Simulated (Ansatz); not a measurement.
System: BGe2P (model structure, started from the BC2N type, R3m, No. 160, 4 atoms in the cell). Method: r²SCAN+SOC (PAW; Ansatz, a first-principles code).

Input:

Ansatz 0.2 input:
```yaml
crystal:
  lattice:
    - [1.7919913293, 1.0346066764, 5.9923850469]
    - [-1.7919913293, 1.0346066764, 5.9923850469]
    - [0.0, -2.0692133527, 5.9923850469]
  atoms:
    - { symbol: B, position: [0.0002377873, 0.0002377873, 0.0002377873] }
    - { symbol: P, position: [0.8922958491, 0.8922958491, 0.8922958491] }
    - { symbol: Ge, position: [0.4976791359, 0.4976791359, 0.4976791359] }
    - { symbol: Ge, position: [0.3597542278, 0.3597542278, 0.3597542278] }
basis:
  ecutwfc: 560
  ecutrho_ratio: 4
  xc_grid: 3
kpoints:
  mp_grid: { grid: [18, 18, 18] }
hamiltonian:
  xc: r2scan
  dispersion: none
  pseudopotentials: { kind: paw }
scf:
  occupations: { method: fermi_dirac, width: 0.05 }
  convergence: { dr2_threshold: 0.0000000004 }
output:
  forces: true
  stress: true
  eigenvalues: true
magnetization:
  noncollinear: true
  spin_orbit: true
```

Task: How many irreducible k-points, plane waves at Γ does the program set up, and what pressure does the run end with?

Result: 580 irreducible k-points, 1985 plane waves at Γ; P = 0.82 GPa, so the cell is compressed on average and its volume would grow at this level.

The run printed, among other lines:

```
Crystal: 4 atoms, lattice volume = 66.660 Å³
Basis set: ecut = 560 eV, 1985 PW (Γ), FFT grids on a1−a3, a2−a3, a3, exchange–correlation on 90×90×150 points (27 copies of the dense FFT grid, shifted against one another)
Bands: 44, of which v1, the nominal top of the filled ones, is band 36 counted from 1 (35 counted from 0)
Symmetry: 6 space group operations + 6 with time reversal
k-points: 580 of 5832 (time reversal used)
Initial density: superposition of atomic densities (chi_scale 0.1, normalization cell, long waves kept (reshape's long-wave potential 0.04 eV rms))
Functional: x = r2scan, c = r2scan; τ floored in thin density (d = 2e-4 eV/Å³)
spin=Noncollinear: Resta preconditioning applied to the charge; magnetization (m_x, m_y, m_z) channels mix plain (no charge-response kernel on spin).
SCF 1 converged in 10 iterations: F = -9515.581812 eV  dr2 = 3.26e-10
SCF converged after 10 iterations
Free energy (F): -9515.581812 eV
Internal energy: -9515.580016 eV  (E = F + TS)
E sigma→0 (E₀):  -9515.580914 eV
Fermi energy:    9.515878 eV
--- Forces (eV/Å), atoms counted from 1 ---
  atom   1  B      0.00000000    -0.00000000    -0.01410460
  atom   2  P      0.00000000    -0.00000000    -0.24504542
  atom   3  Ge     0.00000000     0.00000000     0.11475680
  atom   4  Ge     0.00000000     0.00000000     0.14436894
--- Stress (GPa, compression-positive) ---
        0.920424       0.000000       0.000000
        0.000000       0.920424      -0.000000
       -0.000000      -0.000000       0.627816
  P = ⅓ Tr σ = 0.8229 GPa (8.229 kbar)
```

The PAW data were made under PBE.

Note: the relaxation could raise the start's symmetry but not lower it, so the cell can be a saddle point. Note: cell and atoms aren't relaxed at this level (largest force component 0.25 eV/Å, pressure 0.8 GPa).

Computing time: about 22 core-minutes (a rough figure).

A model structure was made by putting elements into a prototype or built by hand; it is no filed structure, need not be a known phase, and can be a saddle point held by its symmetry.
